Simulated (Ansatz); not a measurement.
## CrCl3 (R-3, No. 148; structure not from a measured cell)

Calculation: PBEsol in Ansatz (plane waves, PAW).

Settings: plane-wave cutoff 500 eV, 8×8×8 k mesh, gaussian smearing 0.02 eV, spin-polarised start, scalar-relativistic PAW data made under PBE.

Cell (relaxed at this level):

```cif
data_Cl6Cr2
_chemical_formula_sum 'Cr2 Cl6'
_space_group_name_H-M_alt 'P 1'
_space_group_IT_number 1
_cell_length_a 7.07295
_cell_length_b 7.07295
_cell_length_c 7.07295
_cell_angle_alpha 49.603
_cell_angle_beta 49.603
_cell_angle_gamma 49.603
loop_
_space_group_symop_operation_xyz
  'x, y, z'
loop_
_atom_site_label
_atom_site_type_symbol
_atom_site_fract_x
_atom_site_fract_y
_atom_site_fract_z
_atom_site_occupancy
Cr1 Cr 0.33336 0.33336 0.33336 1
Cr2 Cr 0.66664 0.66664 0.66664 1
Cl1 Cl 0.71455 0.07094 0.42768 1
Cl2 Cl 0.28545 0.92906 0.57232 1
Cl3 Cl 0.42768 0.71455 0.07094 1
Cl4 Cl 0.57232 0.28545 0.92906 1
Cl5 Cl 0.07094 0.42768 0.71455 1
Cl6 Cl 0.92906 0.57232 0.28545 1
```

* **band gap**: 1.66 eV (on the SCF k mesh)

Note: the magnetic order was assumed, not searched for or taken from measurement; the relaxation could not lower the start's symmetry, so the cell can be a saddle point above a distorted one; the cell has widely spaced layers and the level no dispersion term, so their spacing and the moduli can rest on weak binding.

Computed values are for the static lattice.

Cost on a shared machine: very roughly 27 core-minutes.

Ansatz is a program for electronic structure.
